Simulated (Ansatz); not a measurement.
Partial pair distribution functions of a relaxed model of amorphous Hf$_{18}$O$_{36}$Ag, broadened by 0.06 Å; density 8.93 g/cm³. The numbers are results of PBE, scalar-relativistic without spin-orbit coupling (plane waves to 420 eV, PAW; Ansatz, a program for electronic structure), not measurements. In the spin-polarised cell the level spacing at the Fermi energy can part levels of unlike spin.

A CHGNet melt-quench gave the starting glass, which DFT then relaxed. O atoms were pushed apart under 1.9 Å during the dynamics, to hinder bonds among them. The hot cell started wider than the set density and was brought back towards it in steps. It is the lowest in DFT energy of 2 quenches. It is a model cell: composition and starting density were chosen by hand, and all elements were melted together. No dispersion term was used. Its density started from a set value of 9.04 and ended at 8.93 g/cm³. The quench (nominally 380 K/ps over its main leg) was far faster than any real one, so the model tends to hold more defects than a real film. A cell of this size samples the disorder only roughly. The volume was free in the relaxation, at fixed shape. Stress components on the final sampling reach 1.4 GPa. On a 2×2×2 Γ-centred mesh force components of up to 0.20 eV/Å stay, since the relaxation ran on the zone centre alone.

| r (Å) | g Hf-O | g O-Ag | g Hf-Hf | g O-O |
|---|---|---|---|---|
| 1.75 | 0.01 | 0.00 | 0.00 | 0.00 |
| 1.85 | 0.31 | 0.00 | 0.00 | 0.00 |
| 1.95 | 2.81 | 0.00 | 0.00 | 0.00 |
| 2.05 | 7.15 | 0.00 | 0.00 | 0.00 |
| 2.15 | 6.99 | 0.00 | 0.00 | 0.00 |
| 2.25 | 2.97 | 0.00 | 0.00 | 0.00 |
| 2.35 | 0.95 | 0.43 | 0.00 | 0.10 |
| 2.45 | 0.27 | 3.13 | 0.00 | 0.62 |
| 2.55 | 0.01 | 1.84 | 0.00 | 1.72 |
| 2.65 | 0.00 | 1.58 | 0.00 | 2.30 |
| 2.75 | 0.05 | 2.14 | 0.00 | 2.08 |
| 2.85 | 0.07 | 2.45 | 0.02 | 2.30 |
| 2.95 | 0.16 | 1.86 | 0.21 | 2.14 |
| 3.05 | 0.21 | 1.49 | 0.20 | 1.81 |
| 3.15 | 0.20 | 0.53 | 0.53 | 1.36 |
| 3.25 | 0.24 | 1.02 | 1.86 | 1.53 |
| 3.35 | 0.37 | 0.69 | 3.23 | 1.32 |
| 3.45 | 0.46 | 1.19 | 2.76 | 0.87 |
| 3.55 | 0.55 | 1.05 | 2.51 | 0.46 |
| 3.65 | 0.66 | 1.55 | 1.57 | 0.49 |
| 3.75 | 0.82 | 0.88 | 2.00 | 0.55 |
| 3.85 | 0.87 | 0.74 | 2.83 | 0.83 |
| 3.95 | 1.22 | 0.18 | 1.81 | 1.00 |
| 4.05 | 1.47 | 0.14 | 1.39 | 1.04 |
| 4.15 | 1.44 | 1.16 | 0.88 | 1.07 |
| 4.25 | 1.44 | 1.09 | 0.53 | 0.96 |
| 4.35 | 1.28 | 0.32 | 0.23 | 0.91 |
| 4.45 | 1.47 | 0.21 | 0.51 | 0.52 |

Within 2.56 Å each Hf has 6.00 O neighbours on average.
